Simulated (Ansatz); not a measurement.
The starting structures come from a database of crystals and need not be the phases stable at ambient conditions.

Inside the gap of an insulator the Bloch states are evanescent, with a wavenumber k + iκ along the transport direction.

Data:

```xyz
16
Lattice="5.5613 0.0000 0.0000 2.7807 6.6538 0.0114 0.0000 2.6810 6.5673" Properties=species:S:1:pos:R:3 pbc="T T T"
Bi     5.5613     2.1808     4.8934
Bi     2.7807     7.1540     1.6853
As     2.7807     3.1096     2.3188
As     5.5613     6.2252     4.2599
Pb     5.5613     4.8163     0.8323
Pb     2.7807     4.5186     5.7464
O      5.5613     4.5239     4.4790
O      2.7807     4.8109     2.0997
O      4.1619     2.5147     1.4815
O      4.1801     6.8201     5.0972
O      6.9425     6.8201     5.0972
O      1.3995     2.5147     1.4815
O      2.7807     2.7123     3.9709
O      5.5613     6.6225     2.6078
O      4.2526     0.0000     0.0000
O      1.3087     0.0000     0.0000
```

Space group of this cell: C2/m. The cell was relaxed by PBE-D3(BJ); by r2SCAN its mean pressure is -2.7 GPa.

Transport runs along the normal of the first two printed cell vectors.

The gap is the functional's own. No spin-orbit coupling. Mid-gap values are interpolated on the energy grid.

### Question
State the band gap and the smallest decay constant κ at mid-gap according to r2SCAN run with Ansatz (a program for electronic structure).

### Answer
Gap 2.90 eV on a 6×6×6 mesh; κ = 0.378 1/Å, at (0.000, 0.500) of the in-plane reciprocal vectors. At the zone centre, at the nearest computed energy, the slowest state has κ = 0.50 1/Å.
